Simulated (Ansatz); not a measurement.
# Fermi-surface data of SeS (Fm-3m)

Here is the system:

```xyz
2
Lattice="0.0000 2.6704 2.6704 2.6704 0.0000 2.6704 2.6704 2.6704 0.0000" Properties=species:S:1:pos:R:3 pbc="T T T"
Se     2.6704     2.6704     2.6704
S      0.0000     0.0000     0.0000
```

All values below come from PBEsol, rigid bands (plane waves, PAW, scalar-relativistic; Ansatz, an electronic-structure program). Geometry: cell and atoms relaxed with PBEsol.

```yaml
density of states at the Fermi level: 0.962 states/(eV·cell), both spins
bare Sommerfeld coefficient: 1.13 mJ/(mol of atoms·K²)
drude_plasma_energy: 12.6 eV
root-mean-square Fermi velocity: 1.6e6 m/s
resistivity times τ: 3.1 ×10⁻²² Ω·m·s
```

A metal at this level (no band gap); rigid bands, thermally averaged at 300 K, both spins. Spin-orbit coupling is left out. τ is one relaxation time for all states.

Computed structure with no diffraction record at hand here (it may be known, metastable or hypothetical): SeS (Fm-3m).
